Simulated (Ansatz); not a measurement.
F on the 1x1 (10-10) surface of wurtzite ZnO (cut with top plane O + Zn), one in a 1x1 cell, energies for each (17.4 Å²). Energies are against ½ F2(g), without zero-point or thermal terms; each row is named by its start (#2, #3: further inequivalent places of a kind).

Host crystal: wurtzite ZnO, with a band gap (PBE, scalar-relativistic without spin-orbit coupling).

These are PBE (plane waves to 420 eV, PAW; Ansatz, an electronic-structure program) values and carry that method's errors.

Set-up: 17 atoms, 9.4 Å thick at the start under the adsorbate (thin: gaps and levels are the slab's own); mesh 6x4x1; 0.01 eV smearing; dipole correction on; 8 atoms held, the rest relaxed; each run with such symmetry as its start has; spin-polarised, no spin-orbit, no U, no dispersion correction.

A negative adsorption energy means that the adsorbate is more stable on the surface than in its reference. Starts that drift may end in the same place. Heights count from the host atoms within 0.3 Å of the top one. Moments of ungapped slabs depend on the mesh.

| starting site | E_ads (eV) | height (Å) | nearest host atom (Å) | bonded to | change of the vacuum step (eV) | lateral drift (Å) | moment (μB) |
|---|---|---|---|---|---|---|---|
| top O | -1.20 | 1.37 | Zn 1.83 | Zn | 2.53 | 1.7 | 0.9 |
| top Zn | -1.19 | 1.37 | Zn 1.82 | Zn | 2.56 | 1.7 | 0.9 |
| top Zn #2 (the adsorbate broke or entered a bond of the host) | -1.32 | 1.13 | Zn 1.99 | 2 Zn | 2.60 | 2.5 | 0.6 |
| over O at depth 0.9 Å (the adsorbate broke or entered a bond of the host) | -1.32 | 1.13 | Zn 1.99 | 2 Zn | 2.60 | 0.5 | 0.6 |
| hollow O-O-Zn-Zn-Zn (the adsorbate broke or entered a bond of the host) | -1.32 | 1.13 | Zn 1.99 | 2 Zn | 2.60 | 1.0 | 0.6 |
| hollow beside O (the adsorbate rearranged the host) | -1.38 | 1.04 | Zn 1.94 | 2 Zn | 2.16 | 1.7 | 0.8 |
| bridge Zn-Zn (span 3.3 Å) (the adsorbate broke or entered a bond of the host) | -1.32 | 1.13 | Zn 1.99 | 2 Zn | 2.59 | 0.3 | 0.6 |
| bridge Zn-Zn (span 3.3 Å) #2 | -1.19 | 1.37 | Zn 1.82 | Zn | 2.54 | 0.8 | 0.9 |
